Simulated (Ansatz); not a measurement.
The starting structures come from a database of crystals and need not be the phases stable at ambient conditions.

By PBEsol, the system below comes out a metal.

Here is the system:

```
W3Si2
1.0
    3.41037     0.00000     0.00000
    0.00000     6.74817     0.00000
    0.00000     0.00000     6.74817
Si W
4 6
Direct
  0.00000   0.63400   0.13400
  0.00000   0.36600   0.86600
  0.00000   0.13400   0.36600
  0.00000   0.86600   0.63400
  0.00000   0.50000   0.50000
  0.00000   0.00000   0.00000
  0.50000   0.15984   0.65984
  0.50000   0.84016   0.34016
  0.50000   0.65984   0.84016
  0.50000   0.34016   0.15984
```

Space group of this cell: P4/mbm. The cell is strained (all lengths scaled by 1.02); by PBEsol its mean pressure is -20.0 GPa.

The current flows along the normal of the first two printed cell vectors, the (100) plane of the conventional cell. No spin-orbit coupling; the value is a mean over 0.1 eV about the Fermi level.

Q: Give the ballistic conductance per area that PBEsol (Ansatz, a quantum-chemistry and plane-wave program) yields.

A: 0.61 × 10¹⁵ S/m² for both spins.
